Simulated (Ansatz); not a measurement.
LiH (model structure, started from the CsCl type, Pm-3m, No. 221, 2 atoms in the cell) was calculated with r²SCAN0 in Ansatz (plane waves, PAW).

The input as run:

Ansatz 0.2 input:
```yaml
crystal:
  lattice:
    - [2.4911308886, 0.0, 0.0]
    - [0.0, 2.4911308886, 0.0]
    - [0.0, 0.0, 2.4911308886]
  atoms:
    - { symbol: Li, position: [0.0, 0.0, 0.0] }
    - { symbol: H, position: [0.5, 0.5, 0.5] }
basis:
  ecutwfc: 520
  ecutrho_ratio: 4
  xc_grid: 3
kpoints:
  mp_grid: { grid: [10, 10, 10] }
hamiltonian:
  xc: r2scan0
  dispersion: none
  pseudopotentials: { kind: paw }
scf:
  occupations: { method: fermi_dirac, width: 0.01 }
  convergence: { dr2_threshold: 0.0000000002 }
output:
  forces: true
  stress: true
  eigenvalues: true
```

From the output:

```
WARN output.stress: scf.exx.energy_threshold = 1e-6 eV is looser than the 2e-8 eV advised for a stress under a hybrid functional (1e-8 eV for each atom of the …
Crystal: 2 atoms, lattice volume = 15.459 Å³
Basis set: ecut = 520 eV, 437 PW (Γ), exchange–correlation on 60×60×60 points (27 copies of the dense FFT grid, shifted against one another)
Bands: 6, of which v1, the nominal top of the filled ones, is band 2 counted from 1 (1 counted from 0)
Symmetry: 48 space group operations
Space group: Pm-3m (ITA 221), of the structure as read, at distance tolerance 2.5e-5 Å
k-points: 56 of 1000
Functional: x = r2scan, c = r2scan; τ floored in thin density (d = 2e-4 eV/Å³), warm-up for x = 0.75 r2scan + 0.25 exact, c = r2scan; τ floored in thin density (d = 2e-4 eV/Å³)
SCF iter   1: F=—  HF=-221.501476 eV  |F-HF|=—  |Δ(HF+E_count)|=         —  Δρ=6.59e-3  dr2=6.39e-3  dr2_τ=2.22e-3
SCF iter   2: F=—  HF=-221.532777 eV  |F-HF|=—  |Δ(HF+E_count)|=   3.13e-2  Δρ=3.91e-3  dr2=2.60e-3  dr2_τ=1.99e-5
  ...
Crystal: 2 atoms, lattice volume = 15.459 Å³
Initial density: handed on by an earlier stage of this run
Functional: x = 0.75 r2scan + 0.25 exact, c = r2scan; τ floored in thin density (d = 2e-4 eV/Å³)
Crystal: 2 atoms, lattice volume = 15.459 Å³
SCF iter   2: F=—  HF=-221.519754 eV  |F-HF|=—  |Δ(HF+E_count)|=   1.89e-8  Δρ=4.13e-6  dr2=1.56e-9  dr2_τ=1.37e-10
SCF iter   3: F=-221.519754 eV  HF=-221.519754 eV  |F-HF|=1.51e-10  |Δ(HF+E_count)|=   2.81e-9  Δρ=1.11e-6  dr2=5.46e-11  dr2_τ=1.79e-11
SCF 3 converged in 3 iterations: F = -221.519754 eV  dr2 = 5.46e-11
Free energy (F): -221.519754 eV
Internal energy: -221.519754 eV  (E = F + TS)
E sigma→0 (E₀):  -221.519754 eV
Fermi energy:    4.742730 eV
--- Stress (GPa, compression-positive) ---
        0.135678       0.000000       0.000000
        0.000000       0.135678       0.000000
        0.000000       0.000000       0.135678
  P = ⅓ Tr σ = 0.1357 GPa (1.357 kbar)
```

The PAW data were made under PBE.

Note: the relaxation could raise the start's symmetry but not lower it, so the cell can be a saddle point.

It cost roughly 60 core-seconds of CPU time.

A model structure was made by putting elements into a prototype or built by hand; it is no filed structure, need not be a known phase, and can be a saddle point held by its symmetry.

Ansatz is a first-principles code.
